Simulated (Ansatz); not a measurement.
Base system: Pt in the fcc (Cu type) structure (space group Fm-3m, No. 225; a = 3.942 Å; relaxed with 0.1 eV smearing). Axes: x, y, z lie along the cube axes.

The values are results of r2SCAN/PAW in Ansatz (a program for electronic structure), no spin-orbit coupling, not measurements.

For the base:

```
Item                             Value
-----------------------------  -------
Pressure                       0.0 GPa
Shortest interatomic distance  2.787 Å
Band gap                          zero
```

It is then changed as follows: tensor shear ε_xy = +2.00 % (engineering shear γ = 0.0400); the atoms relax in the strained cell.

### Question
How does this affect the pressure?

### Answer
The pressure (mean of the normal stresses, compression positive) goes from zero to 0.5 GPa.

### Question
What happens to the energy relative to the base?

### Answer
The energy grows by 5.6 meV/atom.

### Question
What happens to the shortest interatomic distance?

### Answer
The shortest interatomic distance falls by 0.0557 Å to 2.732 Å.

### Question
How does this affect the band gap?

### Answer
The band gap stays zero.

Whether these cells are dynamically stable was not tested. All final runs are without spin polarisation.
